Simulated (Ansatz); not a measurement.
L1₀ (CuAu-type) TiAl

The numbers are results of PBEsol (Ansatz, a quantum-chemistry and plane-wave program, PAW), not measurements.

Numerical settings: plane-wave cutoff 520 eV, 18×18×12 k mesh (along the axes of the cell as run), Fermi–Dirac smearing 0.1 eV, perturbation theory, force constants from a 6×6×4 q mesh, no spin polarisation, scalar-relativistic PAW data made under PBE.

Cell: relaxed at this level.

| Property | Result |
|---|---|
| zero-point energy | 0.045 eV/atom |

Computing time: very roughly 90 core-minutes.
